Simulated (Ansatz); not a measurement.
**Sc, response to strain**

Consider Sc in the hcp (Mg type) structure (space group P6_3/mmc, No. 194; relaxed with 0.1 eV smearing).

```yaml
crystal:
  lattice:
    - [3.31794, 0.00000, 0.00000]
    - [-1.65897, 2.87342, 0.00000]
    - [0.00000, 0.00000, 5.18600]
  atoms:
    - { symbol: Sc, position: [0.66667, 0.33333, 0.75000] }
    - { symbol: Sc, position: [0.33333, 0.66667, 0.25000] }
```

Cartesian axes are those of the cell as printed.

Strains are applied to the cell and any free atomic positions relax; under biaxial strain the out-of-plane vector relaxes too.

All numbers come from Ansatz (an electronic-structure program), PBE, PAW, cutoff 420 eV, no spin-orbit coupling.

Notes on the quantities. pressure: mean of the normal stresses, compression positive.

| change | out-of-plane strain | pressure |
|---|---|---|
| base | – | 0.0 GPa |
| biaxial strain −2.50 %, plane normal [001], relaxed out of plane | +1.55 % | 2.1 GPa |
| biaxial strain −1.00 %, plane normal [001], relaxed out of plane | +0.59 % | 0.8 GPa |
| biaxial strain −0.50 %, plane normal [001], relaxed out of plane | +0.29 % | 0.4 GPa |
| biaxial strain +0.50 %, plane normal [001], relaxed out of plane | ___ | ___ |
| biaxial strain +1.00 %, plane normal [001], relaxed out of plane | -0.56 % | -0.8 GPa |
| biaxial strain +1.50 %, plane normal [001], relaxed out of plane | -0.83 % | -1.1 GPa |
| biaxial strain +2.00 %, plane normal [001], relaxed out of plane | -1.10 % | -1.5 GPa |
| biaxial strain +2.50 %, plane normal [001], relaxed out of plane | -1.37 % | -1.8 GPa |
| biaxial strain +3.00 %, plane normal [001], relaxed out of plane | -1.64 % | -2.1 GPa |

Q: What belongs in the blanks?

A: 
- biaxial strain +0.50 %, plane normal [001], relaxed out of plane, out-of-plane strain: -0.28 %
- biaxial strain +0.50 %, plane normal [001], relaxed out of plane, pressure: -0.4 GPa

Whether these cells are dynamically stable was not tested. All final runs are without spin polarisation.
